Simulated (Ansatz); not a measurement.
Start from ZnO in the wurtzite structure (space group P6_3mc, No. 186).

```
ZnO
1.0
    3.27948     0.00000     0.00000
   -1.63974     2.84011     0.00000
    0.00000     0.00000     5.29371
Zn O
2 2
Cartesian
  0.00000   1.89341   0.00773
  1.63974   0.94670   2.65459
  0.00000   1.89341   2.01447
  1.63974   0.94670   4.66132
```

Cartesian axes are those of the cell as printed.

Calculations: DFT with PBE, PAW potentials and a 420 eV plane-wave cutoff in Ansatz (an electronic-structure program), no SOC.

Before the change:

* **Pressure**: 0.0 kbar
* **Band gap**: 0.74 eV
* **Width of the top valence band**: 1.71 eV

The change: the cell is compressed by 1.80 % along z with no lateral relaxation; the atoms relax in the strained cell.

How does this affect the pressure?

The pressure (mean of the normal stresses, compression positive) goes from zero to 23.9 kbar.

How does this affect the band gap?

The band gap rises by 0.05 eV to 0.79 eV.

What happens to the width of the top valence band?

The width of the top valence band rises by 0.03 eV, from 1.71 eV to 1.74 eV.

Predict the new energy relative to the base.

The energy rises by 2.5 meV/atom.

How does this affect the largest internal atomic displacement?

The largest internal atomic displacement amounts to 0.012 Å.

Whether these cells are dynamically stable was not tested.
